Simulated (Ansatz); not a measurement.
We consider BeAlNO (model structure, started from the AlSiCN type, P3m1, No. 156, 4 atoms in the cell), described by PBEsol (Ansatz, a quantum-chemistry and plane-wave program, PAW).

Run with plane-wave cutoff 520 eV, 12×12×8 k mesh (along the axes of the cell as run), Fermi–Dirac smearing 0.01 eV, scalar-relativistic PAW data made under PBE.

Cell (relaxed with PBEsol):

```xyz
4
Lattice="2.9843 0.0000 0.0000 -1.4922 2.5845 0.0000 0.0000 0.0000 4.6524" Properties=species:S:1:pos:R:3 pbc="T T T"
Al     0.0000     1.7230     2.3786
Be     1.4922     0.8615     4.6135
O      0.0000     1.7230     0.5260
N      1.4922     0.8615     2.9496
```

### Question
Give the computed band gap.

### Answer

- band gap: 4.38 eV (direct)

Note: the relaxation could raise the start's symmetry but not lower it, so the cell can be a saddle point.

A model structure was made by putting elements into a prototype or built by hand; it is no filed structure, need not be a known phase, and can be a saddle point held by its symmetry.
